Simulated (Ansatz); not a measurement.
Reference: CdTe (F-43m), PBE with spin-orbit coupling, rigid bands (plane waves, PAW; Ansatz, a first-principles code); axes and stresses refer to this cell.

```
CdTe
1.0
    0.00000     3.24465     3.24465
    3.24465     0.00000     3.24465
    3.24465     3.24465     0.00000
Cd Te
1 1
Direct
  0.00000   0.00000   0.00000
  0.25000   0.25000   0.25000
```

The electron conductivity mass is 0.064 mₑ and the Seebeck coefficient, p-type 1e19 cm⁻³ is 268 μV/K. The Seebeck coefficient, n-type 1e19 cm⁻³ is -48 μV/K.

Problem. Change: hydrostatic pressure of 0.5 GPa (compression positive). What happens to electron conductivity mass, Seebeck coefficient, p-type 1e19 cm⁻³, Seebeck coefficient, n-type 1e19 cm⁻³?

Solution. electron conductivity mass increases to 0.067 mₑ; Seebeck coefficient, p-type 1e19 cm⁻³ moves little, to 266 μV/K; Seebeck coefficient, n-type 1e19 cm⁻³ moves little, to -49 μV/K.

Masses are for dilute carriers at 300 K, harmonic means over directions unless an axis is named. Seebeck coefficients are for the stated density at 300 K, with one relaxation time for all states and whether or not that doping can be reached. Stresses and pressures are the targets of the relaxation.  The structure type is held under load, also where the real crystal would transform.
